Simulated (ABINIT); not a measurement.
```yaml
crystal:
  lattice:
    - [2.88572, -3.93101, 0.00000]
    - [2.88572, 3.93101, 0.00000]
    - [0.00000, 0.00000, 2.83469]
  atoms:
    - { symbol: Cd, position: [0.00000, 0.00000, 0.00000] }
    - { symbol: Pt, position: [0.50000, 0.50000, 0.00000] }
    - { symbol: Pt, position: [0.00000, 0.50000, 0.50000] }
    - { symbol: Pt, position: [0.50000, 0.00000, 0.50000] }
```

Level of theory: LDA (PW92), PAW (JTH v2.0 LDA PAW) (plane waves; ABINIT).

The set-up and first iterations of an ABINIT log for CdPt3 (Cmmm, 4 atoms in the cell):

```
 Symmetries : space group Cm m m (# 65); Bravais oC (1-face-center ortho.)

 -outvars: echo values of preprocessed input variables --------
            acell      9.2152487402E+00  9.2152487402E+00  5.3567877716E+00 Bohr
             ecut      2.10000000E+01 Hartree
           enunit           1
              ixc       -1012
         kptrlatt        5    0    0      0    5    0      0    0    8
          kptrlen      4.28543022E+01
            natom           4
            nband          28
            ngfft          40      40      24
          ngfftdg          54      54      32
             nkpt          45
            nstep         100
             nsym           8
           ntypat           2
           occopt           3
        pawecutdg      4.20000000E+01 Hartree
            rprim      5.9176155720E-01 -8.0611305620E-01  0.0000000000E+00
                       5.9176155720E-01  8.0611305620E-01  0.0000000000E+00
   [... lines left out ...]
           useylm           1
             xred      0.0000000000E+00  0.0000000000E+00  0.0000000000E+00
                       5.0000000000E-01  5.0000000000E-01  0.0000000000E+00
                       0.0000000000E+00  5.0000000000E-01  5.0000000000E-01
                       5.0000000000E-01  0.0000000000E+00  5.0000000000E-01
            znucl       48.00000   78.00000

== DATASET  1 ==================================================================

 Real(R)+Recip(G) space primitive vectors, cartesian coordinates (Bohr,Bohr^-1):
 R(1)=  5.4532299 -7.4285323  0.0000000  G(1)=  0.0916888 -0.0673080  0.0000000
 R(2)=  5.4532299  7.4285323  0.0000000  G(2)=  0.0916888  0.0673080  0.0000000
 R(3)=  0.0000000  0.0000000  5.3567878  G(3)=  0.0000000  0.0000000  0.1866790
 Unit cell volume ucvol=  4.3400153E+02 bohr^3
 Angles (23,13,12)=  9.00000000E+01  9.00000000E+01  1.07435773E+02 degrees

 Coarse grid specifications (used for wave-functions):

 getcut: wavevector=  0.0000  0.0000  0.0000  ngfft=  40  40  24
         ecut(hartree)=     21.000   => boxcut(ratio)=   2.10416

 Fine grid specifications (used for densities):

 getcut: wavevector=  0.0000  0.0000  0.0000  ngfft=  54  54  32
         ecut(hartree)=     42.000   => boxcut(ratio)=   2.00863

   4.90799522E+03                                ecore*ucvol(ha*bohr**3)

_setup2: Arith. and geom. avg. npw (full set) are    1995.445    1995.418
--- !BeginCycle
solver: {iscf: 17, nstep: 100, nline: 4, wfoptalg: 10, }
tolerances: {tolvrs: 1.00E-12, }
...

     iter   Etot(hartree)      deltaE(h)  residm     nres2
 ETOT  1  -128.89495356934    -1.289E+02 2.473E-01 2.714E+01
 ETOT  2  -129.39178480635    -4.968E-01 3.181E-02 1.624E+01
 ETOT  3  -129.27341550083     1.184E-01 2.728E-02 2.475E+00
 ETOT  4  -129.28033886799    -6.923E-03 1.814E-02 1.009E+00
 ETOT  5  -129.27987893016     4.599E-04 1.060E-02 9.265E-01
```

**Question.** How does the run end?

**Answer.** The run converged in 30 iterations. Its thresholds were met; that alone does not show that basis and mesh suffice. It ends on: free energy E − TS -3517.80 eV; Fermi level (on the code's own zero) 8.64 eV; pressure -10.37 GPa. The log goes on:

```
   [... 21 lines left out ...]
 ETOT 27  -129.27689000695    -1.117E-11 2.100E-03 4.808E-12
 ETOT 28  -129.27689000695    -5.514E-12 2.264E-03 1.709E-12
 ETOT 29  -129.27689000696    -3.695E-12 2.115E-03 1.260E-12
 ETOT 30  -129.27689000696    -1.535E-12 2.322E-03 2.956E-13
 At SCF step   30       nres2   =  2.96E-13 < tolvrs=  1.00E-12 =>converged.

 Cartesian components of stress tensor (hartree/bohr^3)
  sigma(1 1)=  3.80678364E-04  sigma(3 2)=  0.00000000E+00
  sigma(2 2)=  3.55705390E-04  sigma(3 1)=  0.00000000E+00
  sigma(3 3)=  3.20540490E-04  sigma(2 1)=  0.00000000E+00

 ----iterations are completed or convergence reached----

 reduced coordinates (array xred) for    4 atoms
       0.000000000000      0.000000000000      0.000000000000
       0.500000000000      0.500000000000      0.000000000000
       0.000000000000      0.500000000000      0.500000000000
       0.500000000000      0.000000000000      0.500000000000
 cartesian forces (eV/Angstrom) at end:
    1     -0.00000000000000    -0.00000000000000    -0.00000000000000
    2     -0.00000000000000    -0.00000000000000    -0.00000000000000
    3     -0.00000000000000    -0.00000000000000    -0.00000000000000
   [... lines left out ...]
 Fermi (or HOMO) energy (eV) =   8.63951   Average Vxc (eV)= -12.16391
   [... lines left out ...]
local_psp           : -5.40501041459491E+01
internal            : -1.29276218135367E+02
'-kT*entropy'       : -6.72709997031645E-04
total_energy        : -1.29276890845364E+02
total_energy_eV     : -3.51780310102052E+03
...

-Cartesian components of stress tensor (GPa)         [Pressure= -1.0365E+01 GPa]
- sigma(1 1)=  1.11999423E+01  sigma(3 2)=  0.00000000E+00
- sigma(2 2)=  1.04652121E+01  sigma(3 1)=  0.00000000E+00
- sigma(3 3)=  9.43062521E+00  sigma(2 1)=  0.00000000E+00

 Calculation completed.
```

The starting cell comes from a database of computed structures (which also holds hypothetical and non-ambient phases and stackings), without a prior relaxation at this level. Spin polarisation is off. With a pressure of about -10 GPa the cell is away from its equilibrium volume at this level.

The run was DFT, LDA (PW92), plane waves, PAW (JTH v2.0 LDA PAW). Main settings of its input:

```
key                                          value
----------  --------------------------------------
pseudos     [Cd.LDA_PW-JTH.xml, Pt.LDA_PW-JTH.xml]
ecut                                         21 Ha
pawecutdg                                    42 Ha
occopt                                           3
tsmear                               0.00183747 Ha
ngkpt                                        5 5 8
nshiftk                                          1
shiftk                                       0 0 0
potentials                        JTH v2.0 LDA PAW
nband                                           28
kptopt                                           1
nstep                                          100
```

These are the values that this program gave, and no reference: the one-centre exchange-correlation terms come from a truncated expansion.
